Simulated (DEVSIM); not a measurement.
System: Ru/SiON/p-GaSb capacitor, at 300 K.

Layer 1 from the left is SiON, thickness (nm) 2.90. Layer 2 from the left is GaSb, thickness (nm) 17000, Na (cm⁻³) 1.3e15.

Metal gate on the left, work function 4.7 eV. Fixed charge at the semiconductor interface 7.7e11 cm⁻² (in units of +e); no interface traps.

Constants are typed, rounded textbook-type inputs, not results; the design itself was drawn at random and stands for no fabricated device. Values at 300 K.

SiON: gap (eV) 7, affinity (eV) 1.4, permittivity 5.5. GaSb: gap (eV) 0.726, affinity (eV) 4.06, permittivity 15.7, Nc (cm⁻³) 2.1e17, Nv (cm⁻³) 1.8e19.

**Question.** Estimate by hand the flat-band voltage, the threshold voltage, and compare with a numerical solution.

**Answer.** 
- Flat-band voltage: C = 1.68 μF/cm², work-function difference 0.161 V; VFB = φms − qNf/C = 0.09 V; numerical 0.09 V.
- Threshold voltage: φF = 0.174 V, depletion charge √(4εqNφF) = 1.42e-8 C/cm²; VT = VFB + 2φF + Qd/C = 0.44 V; numerical 0.44 V.

Model (solved in DEVSIM): 1D Poisson equation in equilibrium, Boltzmann statistics, complete ionisation; no quantum confinement or tunnelling. Metal contacts follow the ideal Schottky-Mott rule: no Fermi-level pinning, no interface dipoles.
